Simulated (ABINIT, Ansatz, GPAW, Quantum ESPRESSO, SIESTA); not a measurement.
Ir (Fm-3m, 1 atom in the cell) computed with different codes at matched settings

Self-consistent single point.

```
CELL_PARAMETERS angstrom
      0.00000     1.95067     1.95067
      1.95067     0.00000     1.95067
      1.95067     1.95067     0.00000
ATOMIC_POSITIONS crystal
  Ir 0.00000 0.00000 0.00000
```

Shared settings, as Ansatz (a first-principles code) writes them: kpoints.mp_grid.grid = 14 14 14; scf.occupations.method = gaussian; scf.occupations.width = 0.01 Ry. Potentials and cutoffs stand in the table.

```json
[
 {"code": "ABINIT", "model": "PBEsol, PAW (JTH v2.0 PBE PAW, files made for PBE)", "pressure (GPa)": "-17.91", "cutoff": "20 Ha"},
 {"code": "SIESTA", "model": "GGA PBEsol, numerical atomic orbitals TZP, PseudoDojo PBEsol standard norm-conserving potentials (rewritten from UPF to PSML)", "pressure (GPa)": "-23.12", "cutoff": "grid 300 Ry"},
 {"code": "GPAW", "model": "PBEsol, GPAW PAW datasets PBEsol (made by gpaw-setup)", "pressure (GPa)": "-19.47", "cutoff": "550 eV"},
 {"code": "Ansatz", "model": "PBEsol, default PAW files made with PBE", "pressure (GPa)": "-18.39", "cutoff": "default"},
 {"code": "Quantum ESPRESSO", "model": "PBEsol, PSlibrary PAW (PBE) pseudopotentials", "pressure (GPa)": "-18.82", "cutoff": "35 Ry"}
]
```

On Ansatz's run: spin-orbit coupling is off. Spin polarisation is off.

The spread over the programs that give each value: pressure within 5.21 GPa.

SIESTA uses small atom-centred bases, whose incompleteness enters pressures, forces and empty levels differently from a plane-wave cutoff. Ansatz's pressure is given at a fixed set of plane waves, as the other plane-wave codes print theirs; with its correction for the finite basis it is -18.33 GPa. In the pressure, SIESTA (by 4.51) lies more than 1 GPa from the median of the plane-wave programs.

The starting cell comes from a database of computed structures (which also holds hypothetical and non-ambient phases and stackings), without a prior relaxation at this level. Its lattice was rescaled by a random factor within 2.5 % of one.

Left out of this page: Elk and FLEUR (not drawn, or without a comparable value).

Keys are those of Ansatz 0.2.
